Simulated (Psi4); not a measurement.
Psi4 1.11, PBE0/def2-svp: V(NH)(F)(Cl)2 ([NH]=[V]([F])([Cl])[Cl]), 6 atoms. The geometry is a generated start, not checked to be a minimum at this level.

| Property | Value |
|---|---|
| task | energy |
| method | pbe0 |
| basis | def2-svp |
| memory | 3 GB |
| maxiter | 100 |
| keys of the molecule block | symmetry c1 |
| scf_type | df (default) |
| diis_max_vecs | 10 (default) |
| e_convergence | 1e-06 (default) |
| d_convergence | 1e-06 (default) |
| dft_radial_points | 75 (default) |
| dft_spherical_points | 302 (default) |
| basis functions | 100 |
| grid points | 130880 |

```xyz
6

V     -0.1634     0.0917     0.3674
N      0.7030    -0.3591    -0.8924
H      1.2837    -0.6589    -1.6741
F      0.6092    -0.3332     1.7628
Cl    -1.9534    -0.8200     0.2087
Cl    -0.4790     2.0796     0.2277
```

Charge 0 and multiplicity 1 are set for this test and not shown to be the ground state.

With the defaults (diis = true, scf_initial_accelerator = adiis, damping_percentage = 0, soscf = false, soscf_start_convergence = 0.01, guess = auto, which took SAD, diis_start = 1) it converges in 12 SCF iterations. One run each on 2 threads, with these changes:
- diis = false, scf_initial_accelerator = none, damping_percentage = 60
- scf_initial_accelerator = ediis
- damping_percentage = 20
- guess = core
- soscf = true
- scf_initial_accelerator = none
- diis_start = 4
- soscf = true, soscf_start_convergence = 0.001
- damping_percentage = 60

Q: Which of these changes keep the SCF from converging, or lead it to another solution?

A: No convergence: diis = false, scf_initial_accelerator = none, damping_percentage = 60 (the run ends without SCF convergence in 100 iterations). The rest reach the solution of the defaults.

| setting | SCF iterations | JK calls | end |
|---|---|---|---|
| soscf = true | 9 | 35 | same solution |
| soscf = true, soscf_start_convergence = 0.001 | 10 | 26 | same solution |
| the defaults | 12 | 13 | same solution |
| scf_initial_accelerator = none | 12 | 13 | same solution |
| scf_initial_accelerator = ediis | 12 | 13 | same solution |
| guess = core | 14 | 14 | same solution |
| diis_start = 4 | 17 | 18 | same solution |
| damping_percentage = 20 | 22 | 23 | same solution |
| damping_percentage = 60 | 80 | 81 | same solution |
| diis = false, scf_initial_accelerator = none, damping_percentage = 60 | 100 | 101 | no convergence |

An SOSCF iteration holds several JK calls; a Hückel guess adds calls on atoms.
